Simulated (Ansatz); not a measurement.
For YTaN₃ (model structure, Pm-3m, No. 221, 5 atoms in the cell), LDA in Ansatz (PAW) gives:

| Item | Value |
|---|---|
| equilibrium lattice constant a | 3.987 Å |
| bulk modulus | 231 GPa |
| cohesive energy | 7.55 eV/atom |

Question: What does r²SCAN in Ansatz (plane waves, PAW) give for the same quantities?

Answer: 
- lattice constant a: 4.030 Å (grows by 1.1 %)
- bulk modulus: 223 GPa (drops by 3.5 %)
- cohesive energy: 6.35 eV/atom (shrinks by 1.20 eV/atom)

Changes are worked out from the printed values.

Unless a cell is named, each level is at its own relaxed cell (LDA 12.68, r²SCAN 13.09 Å³/atom).

Levels without +SOC leave out spin–orbit coupling, which shifts energies and cells of such heavy elements.

Caveats: the bulk modulus is −V dP/dV from two relaxed cells at ±2 % in volume (LDA, r²SCAN). Ansatz's density-functional and Hartree–Fock values are scalar-relativistic unless marked +SOC, with PAW data made under PBE.

A model structure was made by putting elements into a prototype or built by hand; it is no filed structure, need not be a known phase, and can be a saddle point held by its symmetry.

Ansatz is a quantum-chemistry and plane-wave program.
